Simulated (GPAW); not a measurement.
Worked example: self-consistent single point of LaInRh (P-62m, 9 atoms in the cell) in GPAW

Method: LDA (Perdew-Wang 92), GPAW PAW datasets LDA (gpaw-data 1.0.1) (plane waves; GPAW).

Input:

```python
from ase import Atoms
from ase.units import GPa
from gpaw import GPAW

atoms = Atoms(['La', 'La', 'La', 'In', 'In', 'In', 'Rh', 'Rh', 'Rh'],
              cell=[[7.684496, 0.000000, 0.000000],
                    [-3.842248, 6.654969, 0.000000],
                    [0.000000, 0.000000, 4.144723]],
              positions=[[-2.253363, 3.902940, 2.072361],
                         [4.506726, 0.000000, 2.072361],
                         [1.588885, 2.752029, 2.072361],
                         [-0.940121, 1.628338, 0.000000],
                         [1.880242, 0.000000, 0.000000],
                         [2.902127, 5.026631, 0.000000],
                         [0.000000, 0.000000, 2.072361],
                         [3.842252, 2.218321, 0.000000],
                         [-0.000004, 4.436648, 0.000000]],
              pbc=True)

calc = GPAW(mode={'name': 'pw', 'ecut': 800},
            xc='LDA',
            kpts={'size': (5, 5, 8), 'gamma': True},
            occupations={'name': 'methfessel-paxton', 'width': 0.2, 'order': 0},
            nbands=-15,
            symmetry={'symmorphic': False, 'tolerance': 0.0005},
            maxiter=100,
            txt='-')

atoms.calc = calc

energy = atoms.get_potential_energy()
print('Energy (eV):', round(energy, 6))
forces = atoms.get_forces()
print('Forces (eV/Ang):')
print(forces.round(5))
stress = atoms.get_stress()
print('Stress (GPa, Voigt):', (stress / GPa).round(4))
```

Log, with long lists cut:

```
Input parameters:
  kpts: {gamma: True,
         size: (5, 5, 8)}
  maxiter: 100
  mode: {ecut: 800,
         name: pw}
  nbands: -15
  occupations: {name: methfessel-paxton,
                order: 0,
                width: 0.2}
  symmetry: {symmorphic: False,
             tolerance: 0.0005}

species:
  La:
    name: Lanthanum
    Z: 57.0
    valence: 11
    core: 46
    charge: 0.0
    file: La.LDA.gz

    # Using partial waves for La as LCAO basis

  In:
    name: Indium
    Z: 49.0
    valence: 13
    core: 36
    charge: 0.0
    file: In.LDA.gz

    # Using partial waves for In as LCAO basis

  Rh:
    name: Rhodium
    Z: 45.0
    valence: 15
    core: 30
    charge: 0.0
    file: Rh.LDA.gz

    # Using partial waves for Rh as LCAO basis

Reference energy: -1562346.130699  # eV

Spin-paired calculation

Convergence criteria:
 Maximum [total energy] change in last 3 cyles: 0.0005 eV / valence electron
 Maximum integral of absolute [dens]ity change: 0.0001 electrons / valence electron
 Maximum integral of absolute [eigenst]ate change: 4e-08 eV^2 / valence electron
 Maximum number of scf [iter]ations: 100

Symmetries present (total): 12
Symmetries with fractional translations: 0
200 k-points: 5 x 5 x 8 Monkhorst-Pack grid + [0.000000,0.000000,1/16]
25 k-points in the irreducible part of the Brillouin zone
       k-points in crystal coordinates                weights
   0:     0.00000000    0.00000000    0.00000000          1/200
   1:     0.00000000    0.00000000    0.12500000          2/200
   2:     0.00000000    0.00000000    0.25000000          2/200
   3:     0.00000000    0.00000000    0.37500000          2/200
   4:     0.00000000    0.00000000    0.50000000          1/200
   5:     0.20000000    0.00000000    0.00000000          6/200
   6:     0.20000000    0.00000000    0.12500000         12/200
   7:     0.20000000    0.00000000    0.25000000         12/200
   8:     0.20000000    0.00000000    0.37500000         12/200
   9:     0.20000000    0.00000000    0.50000000          6/200
          ...
  24:     0.40000000    0.40000000    0.50000000          6/200

Wave functions: Plane wave expansion
  Cutoff energy: 800.000 eV
  Number of coefficients (min, max): 10858, 10938
  Pulay-stress correction: 0.000000 eV/Ang^3 (de/decut=0.000000)

Occupation numbers: Methfessel-Paxton:
  width: 0.2000  # eV
  order: 0

Eigensolver

Densities:
  Coarse grid: 54*54*28 grid
  Fine grid: 108*108*56 grid
  Total Charge: 0.000000

Density mixing:
  Method: separate
  Backend: pulay
  Linear mixing parameter: 0.05
  old densities: 5
  Damping of long wavelength oscillations: 50

Hamiltonian:
  XC and Coulomb potentials evaluated on a 108*108*56 grid
  External potential:
    NoExternalPotential

Number of atoms: 9
Number of atomic orbitals: 123
Number of bands in calculation: 73
Number of valence electrons: 117
Bands to converge: occupied

Density initialized from atomic densities
  73 bands from LCAO basis set

Atomic positions and initial magnetic moments

Positions:
   0 La    -2.253363    3.902940    2.072361    ( 0.0000,  0.0000,  0.0000)
   1 La     4.506726    0.000000    2.072361    ( 0.0000,  0.0000,  0.0000)
   2 La     1.588885    2.752029    2.072361    ( 0.0000,  0.0000,  0.0000)
   3 In    -0.940121    1.628338    0.000000    ( 0.0000,  0.0000,  0.0000)
   4 In     1.880242    0.000000    0.000000    ( 0.0000,  0.0000,  0.0000)
   5 In     2.902127    5.026631    0.000000    ( 0.0000,  0.0000,  0.0000)
   6 Rh     0.000000    0.000000    2.072361    ( 0.0000,  0.0000,  0.0000)
   7 Rh     3.842252    2.218321    0.000000    ( 0.0000,  0.0000,  0.0000)
   8 Rh    -0.000004    4.436648    0.000000    ( 0.0000,  0.0000,  0.0000)

Unit cell:
           periodic     x           y           z      points  spacing
  1. axis:    yes    7.684496    0.000000    0.000000    54     0.1232
  2. axis:    yes   -3.842248    6.654969    0.000000    54     0.1232
  3. axis:    yes    0.000000    0.000000    4.144723    28     0.1480

  Lengths:   7.684496   7.684496   4.144723
  Angles:   90.000000  90.000000 119.999999

Effective grid spacing dv^(1/3) = 0.1374

     iter     time        total  log10-change:
                         energy   eigst   dens
iter:   1 --:--:--   -60.475199
iter:   2 --:--:--   -60.392596   -0.40  -1.39
iter:   3 --:--:--   -59.580744   -0.81  -1.40
iter:   4 --:--:--   -59.420016   -1.28  -1.59
iter:   5 --:--:--   -59.342394   -1.37  -1.81
iter:   6 --:--:--   -59.552685   -1.54  -2.23
iter:   7 --:--:--   -59.625389   -2.06  -2.06
iter:   8 --:--:--   -59.325663   -1.90  -2.00
iter:   9 --:--:--   -59.257297   -1.89  -2.29
iter:  10 --:--:--   -59.253686   -2.43  -2.49
iter:  11 --:--:--   -59.258127c  -2.55  -2.52
iter:  12 --:--:--   -59.253264c  -2.93  -2.82
iter:  13 --:--:--   -59.251989c  -3.50  -2.82
iter:  14 --:--:--   -59.254250c  -3.08  -2.86
iter:  15 --:--:--   -59.249598c  -3.57  -2.83
iter:  16 --:--:--   -59.249040c  -3.89  -2.94
   [... 3 lines left out ...]
iter:  20 --:--:--   -59.248897c  -4.78  -3.41
iter:  21 --:--:--   -59.248747c  -5.07  -3.52
iter:  22 --:--:--   -59.248766c  -4.99  -3.62
iter:  23 --:--:--   -59.248654c  -4.80  -3.80
iter:  24 --:--:--   -59.248678c  -5.40  -3.87
iter:  25 --:--:--   -59.248680c  -5.72  -4.09c
iter:  26 --:--:--   -59.248657c  -6.04  -4.20c
iter:  27 --:--:--   -59.248645c  -6.24  -4.36c
iter:  28 --:--:--   -59.248647c  -6.55  -4.51c
iter:  29 --:--:--   -59.248645c  -6.80  -4.53c
iter:  30 --:--:--   -59.248646c  -6.97  -4.70c
iter:  31 --:--:--   -59.248646c  -7.21  -4.81c
iter:  32 --:--:--   -59.248643c  -7.09  -4.82c
iter:  33 --:--:--   -59.248646c  -7.13  -5.00c
iter:  34 --:--:--   -59.248646c  -7.58c -5.06c

Converged after 34 iterations.

Dipole moment: (-0.000074, 0.000000, -0.000021) |e|*Ang

Energy contributions relative to reference atoms: (reference = -1562346.130699)

Kinetic:        +40.096432
Potential:      -34.229452
External:        +0.000000
XC:             -63.476497
Entropy (-ST):   -0.130906
Local:           -1.573677
SIC:             +0.000000
--------------------------
Free energy:    -59.314099
Extrapolated:   -59.248646

Showing only first 2 kpts
 Kpt  Band  Eigenvalues  Occupancy
  0    56      8.40327    2.00000
  0    57      8.55192    2.00000
  0    58     10.60836    0.00000
  0    59     10.60837    0.00000

  1    56      8.48206    2.00000
  1    57      8.48208    2.00000
  1    58      9.97912    0.00181
  1    59     10.54556    0.00000

Fermi level: 9.53792

No gap
No difference between direct/indirect transitions
Energy (eV): -59.248646

Forces in eV/Ang:
  0 La   -0.00203    0.00352    0.00000
  1 La    0.00407   -0.00000    0.00000
  2 La   -0.00203   -0.00352    0.00000
  3 In   -0.01210    0.02096    0.00000
  4 In    0.02420   -0.00000    0.00000
  5 In   -0.01210   -0.02096    0.00000
  6 Rh    0.00000    0.00000    0.00000
  7 Rh   -0.00000    0.00000    0.00000
  8 Rh   -0.00000    0.00000    0.00000

Stress tensor:
     0.039937     0.000000     0.000000
     0.000000     0.039937     0.000000
     0.000000     0.000000     0.039414
Stress (GPa, Voigt): [6.3986 6.3986 6.3148 0.     0.     0.    ]
```

The run converged in 34 iterations. GPAW prints stress with tension positive.

The starting cell comes from a database of computed structures (which also holds hypothetical and non-ambient phases and stackings), without a prior relaxation at this level. Its lattice was rescaled by a random factor within 2.5 % of one. Spin polarisation is off. With a pressure of about -6 GPa the cell is away from its equilibrium volume at this level.

Cost on one core of a shared machine: roughly 20 min.
